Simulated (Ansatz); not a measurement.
The starting structures come from a database of crystals and need not be the phases stable at ambient conditions.

Inside the gap of an insulator the Bloch states are evanescent, with a wavenumber k + iκ along the transport direction.

Consider the following.

```
CELL_PARAMETERS angstrom
      7.32398     0.00217     0.02120
      1.99973     7.64871    -0.00605
      2.89754    -0.75295     5.80717
ATOMIC_POSITIONS crystal
  Tl 0.21494 0.55008 0.24383
  Tl 0.78506 0.44992 0.75617
  Tl 0.78506 0.94992 0.45877
  Tl 0.21494 0.05008 0.54123
  Te 0.63658 0.08328 0.04120
  Te 0.36342 0.91672 0.95880
  Te 0.36342 0.41672 0.67779
  Te 0.63658 0.58328 0.32221
  Te 0.00000 0.25000 0.13182
  Te 0.00000 0.75000 0.86818
```

Space group of this cell: C2/c. The cell was relaxed by PBE-D3(BJ); by PBEsol its mean pressure is -0.7 GPa.

Transport runs along the normal of the first two printed cell vectors.

The gap is the functional's own. No spin-orbit coupling. Mid-gap values are interpolated on the energy grid.

### Question
Predict the band gap and the smallest decay constant κ at mid-gap from Ansatz (an electronic-structure program) with PBEsol.

### Answer
Gap 0.32 eV on a 6×4×6 mesh; κ = 0.080 1/Å, at (0.500, 0.250) of the in-plane reciprocal vectors. At the zone centre, at the nearest computed energy, the slowest state has κ = 0.13 1/Å.
